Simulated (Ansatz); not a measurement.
CO on the 1x1 (100) surface of monoclinic ZrO2 (cut with top plane 2 O), one in a 1x1 cell, energies for each (28.2 Å²). Energies are against CO(g), without zero-point or thermal terms; each row is named by its start.

Host crystal: monoclinic ZrO2, with a band gap (PBE, scalar-relativistic without spin-orbit coupling).

These are PBE (plane waves to 420 eV, PAW; Ansatz, a first-principles code) values and carry that method's errors.

Set-up: 26 atoms, 9.4 Å thick at the start under the adsorbate (thin: gaps and levels are the slab's own); mesh 4x4x1; 0.01 eV smearing; dipole correction on; 12 atoms held, the rest relaxed; each run with such symmetry as its start has; no spin, no spin-orbit, no U, no dispersion correction.

A negative adsorption energy means that the adsorbate is more stable on the surface than in its reference. Starts that drift may end in the same place. Heights count from the host atoms within 0.3 Å of the top one.

| starting site | E_ads (eV) | height (Å) | nearest host atom (Å) | bonded to | change of the vacuum step (eV) | lateral drift (Å) |
|---|---|---|---|---|---|---|
| top O | -0.46 | 1.17 | Zr 2.56 | Zr | -0.78 | 2.7 |
| over Zr at depth 1.1 Å | -0.46 | 1.16 | Zr 2.56 | Zr | -0.79 | 1.3 |
| hollow O-O-O | -0.46 | 1.16 | Zr 2.56 | Zr | -0.78 | 1.1 |
| hollow O-O-O over O at depth 6.9 Å | -0.46 | 1.17 | Zr 2.56 | Zr | -0.79 | 0.2 |
| bridge O-O (span 5.2 Å) | -0.46 | 1.17 | Zr 2.56 | Zr | -0.79 | 1.0 |
| bridge O-O (span 5.4 Å) | -0.46 | 1.17 | Zr 2.56 | Zr | -0.78 | 0.5 |
